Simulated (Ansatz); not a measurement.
Consider the following.

```yaml
crystal:
  lattice:
    - [0.00000, 2.00195, 2.00195]
    - [2.00195, 0.00000, 2.00195]
    - [2.00195, 2.00195, 0.00000]
  atoms:
    - { symbol: Ag, position: [0.00000, 0.00000, 0.00000] }
```

These are PBEsol, rigid bands (plane waves, PAW, scalar-relativistic; Ansatz, an electronic-structure program) values and carry that method's errors. Condition of this run: hydrostatic pressure 5 GPa (the target of the relaxation). Geometry: cell and atoms relaxed with PBEsol, then loaded as said.

For narrow interconnects the product ρ₀λ of bulk resistivity and mean free path ranks metals, the lower the better. What is it here?

8.2 ×10⁻¹⁶ Ω·m².

And the Drude plasma energy and the root-mean-square Fermi velocity at 300 K?

9.3 eV; 1.4e6 m/s.

A metal at this level (no band gap); rigid bands, thermally averaged at 300 K, both spins. Spin-orbit coupling is left out. τ is one relaxation time for all states; the product of resistivity and mean free path takes one path for all states instead.
